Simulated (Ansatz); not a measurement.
Where the default PAW files enter, the runs use the earlier of Ansatz's two default sets.

```
Al2O3
1.0
    4.80503     0.00000     0.00000
   -2.40252     4.16128     0.00000
    2.40251     1.38709     4.37208
Al O
4 6
Direct
  0.70420   0.85210   0.44370
  0.29580   0.14790   0.55630
  0.29580   0.64790   0.05630
  0.70420   0.35210   0.94370
  0.50000   0.44386   0.75000
  0.50000   0.55614   0.25000
  0.80614   0.05614   0.75000
  0.19386   0.94386   0.25000
  0.19386   0.75000   0.75000
  0.80614   0.25000   0.25000
```

Space group of this cell: R-3c, corundum. The cell is taken as given; by r2SCAN its mean pressure is -7.1 GPa.

All values below come from r2SCAN (plane waves, PAW; Ansatz, a quantum-chemistry and plane-wave program).

The current runs along the normal of the first two printed vectors; no spin-orbit coupling. Scaled by the factor s: the length along the current (ions clamped). The meshes follow the cell: 10×10×10 and 12×12 across at s = 0.97, 8×8×8 and 12×12 across at s = 1.00, 8×8×8 and 12×12 across at s = 1.03.

```tsv
s	mean pressure (GPa)	band gap (eV)
0.97	0.0	6.89
1.00	-7.1	6.76
1.03	-13.1	?
```

### Question
Take the slope of the band gap against ln s from the two given rows, extrapolate to s = 1.03, and say what the run there gives.

### Answer
Slope = (6.89 − 6.76) / ln 0.97 = -4.27 eV. The line gives 6.76 + (-4.27) × ln 1.03 = 6.63 eV. The run gives 6.35 eV, 0.28 eV under the line, 225 % of the predicted step.
